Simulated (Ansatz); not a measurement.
## SnO: transverse stress against strain

SnO (litharge, P4/nmm, 16.180 Å³/atom at rest, c along z) under a strain ε along a (axis x), the other axes held. PBEsol-D3(BJ) in Ansatz, a plane-wave DFT program (PAW, default set), 420 eV, 15×15×13 Γ-centred mesh, Fermi-Dirac smearing 0.10 eV; ions are relaxed within the symmetry of each cell. Stress is positive for a compressed cell.

Here s stands for strain and y for stress zz.

```
strain (%)  stress zz (GPa)
----------  ---------------
-1.20                  0.24
-0.60                  0.11
0.00                  -0.01
0.60                  -0.12
1.20                  -0.23
3.00                      ?
```

Taking a straight line for y over the 5 complete rows: Means: s 0, y -0.002. About the means, the sum of products is -0.70200 and the sum of squares of s is 3.6000; the slope is their ratio. Least squares gives y = -0.002 - 0.1950·s. Residuals (row less fit): 0.008, -0.005, -0.008, -0.001, 0.006; standard error 0.008 (degrees of freedom: 3). The slope gives the elastic constant C13 = 19.5 ± 0.4 GPa.

What does the fit predict for y at s = 3.00, and how far is the calculated value from it?

y = -0.002 - 0.1950 × 3.0 = -0.587 GPa. The calculation gives -0.53 GPa, 0.057 GPa above the prediction (7.4 % of the range of y in the table). The row lies outside the fitted rows, so this is an extrapolation. From the scatter of the fitted rows alone, a prediction at this place has a standard error of 0.015 GPa, so the miss is 3.8 times that.

One order more, fitted to all 11 runs of the series, follows each within 0.01, so the miss is the next term of a smooth law. This level leaves no gap over 0.05 eV at strain -1.20, -0.60, 0.00, 0.60, 1.20, 3.00, where the mesh may be coarse. Rows are the converged runs of the series near zero and its far end; series whose fitted rows scatter by over a few per cent of the range, as at a crossing or softening among them, aren't shown in this form. Most that stay on the fit to the last digits aren't either.
